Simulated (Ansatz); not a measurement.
**2 layers of In2O3-ML, started at parallel, no shift, upper layer flipped (facing O atop O, which symmetry holds and which is mostly a maximum against sliding; In2O3-ML a predicted or substrate-bound sheet, here free)**

Methods: PBE+D3(BJ) (plane waves to 420 eV, PAW; Ansatz, a first-principles code); PBE+D3(BJ) with spin-orbit coupling (plane waves to 420 eV, PAW; Ansatz). Geometries and values that name no level are of the first. Values not marked SOC have no spin–orbit coupling; PBE gaps are too small against experiment. Its k-point mesh 9×9×1, Fermi–Dirac width 0.01 eV. A dipole correction is on.

```
Quantity                                                                                                      Result
---------------------------------------------------------------------  ---------------------------------------------
gap between facing atomic planes                                                                              3.21 Å
step of the vacuum level across the stack (top less bottom)                                                  0.00 eV
interaction energy of the frozen layers                                                                 -13.0 meV/Å²
interaction energy without the D3 term at this geometry                                                  +3.0 meV/Å²
PBE gap over the mesh and listed points off it                         0.07 eV, indirect (lowest direct gap 0.43 eV)
valence and conduction edges under the vacuum level of the lower face                               5.54 and 5.47 eV
PBE+SOC gap at the same geometry                                                                             0.07 eV
```

```xyz
10
Lattice="3.4048 0.0000 0.0000 -1.7024 2.9487 0.0000 0.0000 0.0000 31.6480" Properties=species:S:1:pos:R:3 pbc="T T T"
O      0.0000     1.9658     9.3336
In     1.7024     0.9829    10.0861
O      1.7024     0.9829    12.1014
In     0.0000     0.0000    13.4371
O      0.0000     1.9658    14.2168
O      0.0000     1.9658    22.3144
In     1.7024     0.9829    21.5619
O      1.7024     0.9829    19.5466
In     0.0000     0.0000    18.2109
O      0.0000     1.9658    17.4312
```
